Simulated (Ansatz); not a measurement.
System: 1T (CdI2-type) CaI₂. Method: r²SCAN+rVV10 in Ansatz (plane waves, PAW).

Run with plane-wave cutoff 500 eV, 12×12×6 k mesh (along the axes of the cell as run), Fermi–Dirac smearing 0.05 eV, scalar-relativistic PAW data made under PBE.

Cell (relaxed at this level):

```yaml
crystal:
  lattice:
    - [4.46718, 0.00000, 0.00000]
    - [-2.23359, 3.86869, 0.00000]
    - [0.00000, 0.00000, 6.98117]
  atoms:
    - { symbol: Ca, position: [0.00000, 0.00000, 0.00000] }
    - { symbol: I, position: [0.33333, 0.66667, 0.25390] }
    - { symbol: I, position: [0.66667, 0.33333, 0.74610] }
```

Problem. What does this level give for the band gap?

Solution. 
band gap: 3.91 eV (on the SCF k mesh)

Spin–orbit coupling is not included; with these elements it can move the gap by several tenths of an eV or more.

Cost on a shared machine: about 2.3 core-minutes (a rough figure).

Ansatz is a program for electronic structure.
